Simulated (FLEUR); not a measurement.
**Equation of state of rock-salt YN (space group 225): energy against volume (FLEUR, PBE)**

```xyz
2
Lattice="0.0000 2.3966 2.3966 2.3966 0.0000 2.3966 2.3966 2.3966 0.0000" Properties=species:S:1:pos:R:3 pbc="T T T"
Y      0.0000     0.0000     0.0000
N      2.3966     2.3966     2.3966
```

Method: FLEUR with PBE, all-electron FLAPW (FLEUR), scalar-relativistic valence. Settings: Kmax = 4.56 1/bohr; GmaxXC = 22.8 1/bohr; xcFunctional = pbe; jspins = 1; l_soc = F; mode = hist; fermiSmearingEnergy = 0.00036749 Htr; mesh (inpgen div1-3) = 12 12 12; inpgen gamma flag = true; Gmax = 22.8 1/bohr; numbands = 0; maxIterBroyd = 40; imix = Anderson; alpha = 0.05; precondParam = 0; minDistance = 1e-05 me/bohr^3. The cell above is the first row's. The rows scale it uniformly. In all rows fractional positions and the k mesh are held. E is the free energy at the stated smearing, counted from the lowest row.

| V (Å^3/atom) | E (meV/atom) |
|---|---|
| 13.766 | 39.89 |
| 14.065 | 19.01 |
| 14.364 | 6.00 |
| 14.663 | 0.00 |
| 14.963 | 0.33 |
| 15.262 | 6.38 |
| 15.561 | 17.55 |
| 15.860 | 33.31 |
| 16.160 | ? |

### Question
Using the third-order Birch-Murnaghan form, a cubic in V^(-2/3), estimate the missing E at V = 16.160 from the other rows, showing the fit.

### Answer
With u = V^(-2/3) - 0.166, the rows have u = 0.008098, 0.005622, 0.003232, 0.000924, -0.001315, -0.003473, -0.005562, -0.007584. Least squares gives E = -0.596 + 82.18·u + 603654·u² + 434964·u³. Residuals (row less fit): 0.003, -0.013, 0.010, 0.004, -0.009, -0.001, 0.003, -0.001; standard error 0.010 (degrees of freedom: 4). Its minimum lies at u = -0.000068, so V0 = (0.165932)^(-3/2) = 14.79. There d²E/du² = 1207000 and d³E/du³ = 2610000, so B0 = (4/9) × 14.79^(-7/3) × 1207000 × 0.160218 = 160 GPa (the last factor turns the table's units into GPa), and B0' = 4 + (2/3) × 0.165932 × (2610000)/1207000 = 4.2. At the withheld row, u = -0.009551, so E = -0.596 + 82.18 × (-0.009551) + 603654 × (-0.009551)² + 434964 × (-0.009551)³ = 53.306 meV/atom. The calculation gives 53.26 meV/atom, 0.046 meV/atom below the prediction (0.1 % of the range of E in the table). The row lies outside the fitted rows, so this is an extrapolation. From the scatter of the fitted rows alone, a prediction at this place has a standard error of 0.024 meV/atom, so the miss is 1.9 times that.

Carrying the step between the two nearest rows on in a straight line would have given 49.12, off by 4.14; series whose last step already gives the withheld value aren't shown. The scan was laid around a cell of about the measured size, scaled by a guess for this functional. The runs keep the symmetry of the cell, so they don't test it for distortions. Values depend on the basis (sphere radii, cutoffs, local orbitals), which need not be converged. Cutoffs and mesh are single choices, not tested for convergence of this quantity. Series with a scatter that would blur these digits, or in which a gap closes, are not shown. Nor are scans whose minimum lies at an end fitted in this form.
